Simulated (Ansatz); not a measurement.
**What pressure 5 GPa does to Hf3N4**

The parent structure is Hf$_{3}$N$_{4}$ (space group I-43d, No. 220; a = 6.651 Å).

Perturbation: cell and atoms relaxed at a pressure of 5 GPa.

Method: Ansatz (a program for electronic structure) PBEsol, no spin-orbit coupling. Γ-centred 6×6×6 mesh, Fermi–Dirac width 0.05 eV.

```csv
quantity,base,changed,shift
volume per atom,10.51 Å³,10.31 Å³,-0.194 Å³
enthalpy H = E + PV relative to the base's energy,–,+0.32 eV/atom,–
band gap,1.02 eV,1.06 eV,+0.04 eV
gap character,direct at Γ,direct at Γ,–
mean gap deformation potential ΔEg/Δln V,–,-2.4 eV,–
width of the top valence band,1.41 eV,1.38 eV,-0.03 eV
"electron mass (degenerate bands, along [100])","0.29, 0.42 mₑ (at Γ)","0.29, 0.43 mₑ (at Γ)",–
"hole mass (degenerate bands, along [100])",–,"0.16, 0.65, 0.65 mₑ (at Γ)",–
```

With Hf present, leaving out spin-orbit coupling can change the band edges. Load acts through the strain it causes; cell and atoms are relaxed under it. Masses are band curvatures over ±0.01 Å⁻¹ around the edge. Stability against distortions was not tested. Competing high-pressure phases were not computed.
